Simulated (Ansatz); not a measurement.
By PBEsol, the system below comes out a metal.

The ballistic (Sharvin) conductance counts the channels at the Fermi level: G/A = (e²/h) × channels of both spins per area.

Consider the following.

```xyz
2
Lattice="3.2562 0.0000 0.0000 -1.6281 2.8200 0.0000 0.0000 0.0000 5.0450" Properties=species:S:1:pos:R:3 pbc="T T T"
Hf     0.0000     1.8800     1.2613
Hf     1.6281     0.9400     3.7838
```

Space group of this cell: P6_3/mmc, hcp (Mg type). The cell is strained (lengths across the current scaled by 1.02, ions clamped); by PBEsol its mean pressure is -6.9 GPa.

The current flows along the normal of the first two printed cell vectors, the (001) (indices of the unstrained crystal) plane of the conventional cell. No spin-orbit coupling; the value is a mean over 0.1 eV about the Fermi level.

Estimate the ballistic conductance per area that PBEsol in Ansatz (a first-principles code) returns for this system.

0.58 × 10¹⁵ S/m² for both spins.
